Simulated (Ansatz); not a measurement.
Input:

End structure of a constructed model of the (111) surface of fcc Al, a layer of Ga in place of the second plane (bottom of the slab: a bare face, its two planes held):

```yaml
crystal:
  lattice:
    - [2.85810, 0.00000, 0.00000]
    - [-1.42905, 2.47518, 0.00000]
    - [0.00000, 0.00000, 28.00000]
  atoms:
    - { symbol: Al, position: [0.33333, 0.66667, 0.29143] }
    - { symbol: Al, position: [0.66667, 0.33333, 0.37477] }
    - { symbol: Al, position: [0.00000, 0.00000, 0.45819] }
    - { symbol: Al, position: [0.33333, 0.66667, 0.54250] }
    - { symbol: Ga, position: [0.66667, 0.33333, 0.62769] }
    - { symbol: Al, position: [0.00000, 0.00000, 0.71315] }
```

Set-up: 6 atoms, 11.7 Å thick at the start with caps and adatoms (thin: gaps and levels are the slab's own); mesh 15x15x1; 0.1 eV smearing; dipole correction on; 2 atoms held, the rest relaxed; start symmetry kept, larger cells not searched; no spin, no spin-orbit, no U. It is one candidate, not shown to be the stable structure of the face.

Question: Give the work function of the top face at the level PBE in Ansatz (a program for electronic structure).

Answer: 3.97 eV
